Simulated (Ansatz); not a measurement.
Base system: Mg2Sn (space group Fm-3m, No. 225; a = 6.818 Å; relaxed with 0.1 eV smearing).

Computed with Ansatz (a first-principles code) PBE, no spin-orbit coupling, earlier PAW set.

Before the change:

```
Item       Result
--------  -------
Pressure  0.0 GPa
```

The change: an isotropic linear strain of +0.58 %, atoms relaxed at fixed cell.

Question: How does this affect the energy relative to the base and pressure?

Answer: The energy goes up by 1.0 meV/atom; the pressure goes from zero to -0.7 GPa.

No phonon test of stability was made.
